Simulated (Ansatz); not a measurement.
Where the default PAW files enter, the runs use the earlier of Ansatz's two default sets.

```yaml
crystal:
  lattice:
    - [3.80839, 0.00000, 0.00000]
    - [-1.90420, 3.29816, 0.00000]
    - [0.00000, 0.00000, 24.89096]
  atoms:
    - { symbol: Zn, position: [0.33333, 0.66667, 0.74991] }
    - { symbol: Zn, position: [0.66667, 0.33333, 0.24991] }
    - { symbol: Zn, position: [0.33333, 0.66667, 0.12479] }
    - { symbol: Zn, position: [0.66667, 0.33333, 0.62479] }
    - { symbol: Zn, position: [0.00000, 0.00000, 0.00004] }
    - { symbol: Zn, position: [0.00000, 0.00000, 0.50004] }
    - { symbol: Zn, position: [0.66667, 0.33333, 0.87532] }
    - { symbol: Zn, position: [0.33333, 0.66667, 0.37532] }
    - { symbol: S, position: [0.00000, 0.00000, 0.59371] }
    - { symbol: S, position: [0.00000, 0.00000, 0.09371] }
    - { symbol: S, position: [0.66667, 0.33333, 0.96899] }
    - { symbol: S, position: [0.33333, 0.66667, 0.46899] }
    - { symbol: S, position: [0.33333, 0.66667, 0.21850] }
    - { symbol: S, position: [0.66667, 0.33333, 0.71850] }
    - { symbol: S, position: [0.66667, 0.33333, 0.34393] }
    - { symbol: S, position: [0.33333, 0.66667, 0.84393] }
```

Space group of this cell: P6_3mc. The cell is taken as given.

These are r2SCAN (plane waves, PAW; Ansatz, a quantum-chemistry and plane-wave program) values and carry that method's errors.

The current runs along the normal of the first two printed vectors; no spin-orbit coupling. Scaled by the factor s: all lengths (ions clamped). Meshes 12×12×2 and 12×12 across the current in all rows.

```tsv
s	mean pressure (GPa)	slowest mid-gap decay constant κ (1/Å)
0.98	5.6	?
1.00	0.2	0.174
1.02	-4.0	0.163
```

### Question
Take the slope of the slowest mid-gap decay constant κ against ln s from the two given rows, extrapolate to s = 0.98, and say what the run there gives.

### Answer
Slope = (0.163 − 0.174) / ln 1.02 = -0.555 1/Å. The line gives 0.174 + (-0.555) × ln 0.98 = 0.185 1/Å. The run gives 0.185 1/Å, as the line does.
